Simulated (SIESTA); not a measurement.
Band structure of ZrC (Fm-3m, 2 atoms in the cell).

```xyz
2
Lattice="0.0000 2.3089 2.3089 2.3089 0.0000 2.3089 2.3089 2.3089 0.0000" Properties=species:S:1:pos:R:3 pbc="T T T"
Zr     0.0000     0.0000     0.0000
C      2.3089     2.3089     2.3089
```

Level of theory: GGA PBE, numerical atomic orbitals DZP, PseudoDojo PBE standard norm-conserving potentials (rewritten from UPF to PSML) (SIESTA).

Settings: XC.functional = GGA; XC.authors = PBE; potentials = PseudoDojo PBE standard; PAO.BasisSize = DZP; PAO.EnergyShift = 0.01 Ry; MeshCutoff = 350 Ry; kgrid.MonkhorstPack = 10 10 10; OccupationFunction = MP; OccupationMPOrder = 0; ElectronicTemperature = 0.2 eV; MaxSCFIterations = 150; SCF.Mixer.Method = Broyden; SCF.Mixer.Weight = 0.1; SCF.Mixer.History = 8.

The starting cell has typed, rounded lattice constants, without a prior relaxation at this level. Its lattice was rescaled by a random factor within 2.5 % of one. Values carry the incompleteness of an atom-centred basis.

Levels in eV from the Fermi level, bands 5 to 10:
```csv
point,5,6,7,8,9,10
Γ,-11.60,0.93,0.93,0.93,1.08,1.08
X,-10.51,-2.12,-2.10,0.19,0.19,4.58
W,-9.71,-2.89,-2.51,-2.51,3.40,3.40
K,-9.79,-3.28,-2.41,-1.74,1.51,5.05
L,-8.22,-5.67,-3.28,-3.28,4.65,4.65
U,-9.79,-3.28,-2.41,-1.74,1.51,5.05
```

Bands cross the Fermi level along this path, so the cell is metallic at this level.

Higher empty bands are left out: an atom-centred basis made for the valence describes them poorly.
